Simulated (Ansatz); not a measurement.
Structures of equal composition on the (100) surface of rock-salt TiC: Cr on all Ti sites of the second plane; Cr on all Ti sites of the top plane. The slabs share one bottom face, and each structure is named by its start. These are constructed structures in small cells; real faces may alloy, dewet or reconstruct in larger ones, and not all known structures of the face are among them. Slabs of about 13 Å, Fermi-Dirac smearing of 0.1 eV. Bottom of the slabs: a bare face, its two planes held. Relaxed from the named starts with such symmetry as they have, on meshes of like density; energies extrapolated to zero smearing; spin only where a row says so; no spin-orbit coupling, no U. Brackets mark spin-polarised runs, whose order is one that fits the cell.

Computed with PBE (plane waves to 420 eV, PAW; Ansatz, a program for electronic structure).

Q: Put the candidates in order of energy per 1x1 cell, lowest first, for PBE.

A: Cr on all Ti sites of the top plane (0.000 eV [spin, 1.2 μB a cell]), Cr on all Ti sites of the second plane (0.069 eV [spin, 1.6 μB a cell])
